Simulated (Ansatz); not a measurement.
The starting structures come from a database of crystals and need not be the phases stable at ambient conditions.

 Where the default PAW files enter, the runs use the earlier of Ansatz's two default sets.

Consider the following.

```yaml
crystal:
  lattice:
    - [4.11412, 0.00000, 0.00000]
    - [0.00000, 5.08125, 0.00000]
    - [0.00000, 0.00000, 4.52716]
  atoms:
    - { symbol: Si, position: [0.50000, 0.65231, 0.75000] }
    - { symbol: Si, position: [0.50000, 0.34769, 0.25000] }
    - { symbol: Si, position: [0.00000, 0.84769, 0.25000] }
    - { symbol: Si, position: [0.00000, 0.15231, 0.75000] }
    - { symbol: O, position: [0.73090, 0.38242, 0.57997] }
    - { symbol: O, position: [0.26910, 0.61758, 0.42003] }
    - { symbol: O, position: [0.76910, 0.11758, 0.07997] }
    - { symbol: O, position: [0.23090, 0.88242, 0.92003] }
    - { symbol: O, position: [0.23090, 0.11758, 0.42003] }
    - { symbol: O, position: [0.76910, 0.88242, 0.57997] }
    - { symbol: O, position: [0.26910, 0.38242, 0.92003] }
    - { symbol: O, position: [0.73090, 0.61758, 0.07997] }
```

Space group of this cell: Pbcn. The cell is taken as given; by r2SCAN its mean pressure is -9.8 GPa.

All values below come from r2SCAN (plane waves, PAW; Ansatz, an electronic-structure program).

The current runs along the normal of the first two printed vectors; no spin-orbit coupling. Scaled by the factor s: the length along the current (ions clamped). Meshes 8×6×8 and 8×6 across the current in all rows.

```tsv
s	mean pressure (GPa)	band gap (eV)
0.97	0.9	6.86
1.00	-9.8	6.20
1.03	-18.6	?
```

Q: Take the slope of the band gap against ln s from the two given rows, extrapolate to s = 1.03, and say what the run there gives.

A: Slope = (6.86 − 6.20) / ln 0.97 = -21.7 eV. The line gives 6.20 + (-21.7) × ln 1.03 = 5.56 eV. The run gives 5.56 eV, as the line does.
